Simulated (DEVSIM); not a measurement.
Device: abrupt Si n-p junction, at 300 K.

Layer 1 from the left is Si, thickness (μm) 0.870, Nd (cm⁻³) 7.8e15, τn (s) 1.5e-5, τp (s) 1.5e-5. Layer 2 from the left is Si, thickness (μm) 12.0, Na (cm⁻³) 2e17, τn (s) 1.5e-5, τp (s) 1.5e-5.

Left contact: ohmic. Right contact: ohmic. Voltage is applied to the left contact. Recombination: SRH at mid-gap, Auger. Mobility is constant in doping.

The device is made up for the run: typed textbook-type constants, with dimensions and the other settings drawn at random. Values at 300 K.

Si: gap (eV) 1.124, affinity (eV) 4.05, permittivity 11.7, Nc (cm⁻³) 2.86e19, Nv (cm⁻³) 3.1e19, μn (cm²/Vs) 1417, μp (cm²/Vs) 470, Cn (cm⁶/s) 2.8e-31, Cp (cm⁶/s) 9.9e-32.

Simulated with DEVSIM: 1D drift-diffusion, Boltzmann statistics, complete ionisation; no tunnelling, impact ionisation, image-force lowering or self-heating.

Dark forward current:

```csv
|V| (V),|J| (A/cm²)
0.05,3.513e-9
0.10,2.585e-8
0.15,1.734e-7
0.20,1.162e-6
0.25,7.808e-6
0.30,5.258e-5
0.35,0.0003541
0.40,0.002383
0.45,0.01601
0.50,0.1073
0.55,0.7139
0.60,4.632
0.65,26.98
0.70,115.1
0.75,319.8
0.80,645.9
0.85,1084
0.90,1639
0.95,2324
```

Task: Work out the local ideality factor n = ΔV / (kT/q · ln(J2/J1)) between the rows 0.15 and 0.20 V, 0.30 and 0.35 V, 0.90 and 0.95 V.

Result: kT/q = 25.85 mV. From 0.15 to 0.20 V: ln(1.162e-6/1.734e-7) = 1.902, n = 1.02, near the 1 of diffusion or emission over a barrier. From 0.30 to 0.35 V: ln(0.0003541/5.258e-5) = 1.907, n = 1.01, near the 1 of diffusion or emission over a barrier. From 0.90 to 0.95 V: ln(2324/1639) = 0.349, n = 5.54.

Task: Estimate the current at 0.35 V from the Shockley equation with J0 = Σ q ni² D/(N L) coth(W/L), τ joining the SRH, radiative and Auger lifetimes that are on, and W taken as the whole layer.

Result: ni² = 1.16e20 cm⁻⁶; holes in the n layer: μ = 470 cm²/Vs, D = 12.1 cm²/s, τ = 1.50e-5 s, L = 135 μm, W/L = 0.0064, term 3.32e-10 A/cm²; electrons in the p layer: μ = 1420 cm²/Vs, D = 36.6 cm²/s, τ = 1.42e-5 s, L = 228 μm, W/L = 0.053, term 2.84e-12 A/cm². J0 = 3.35e-10 A/cm², and J = J0 exp(qV/kT) = 0.000254 A/cm². The simulation gives 0.000354 A/cm²; the estimate lies 28 % below. The estimate leaves out recombination in the depletion region and that region's share of W.
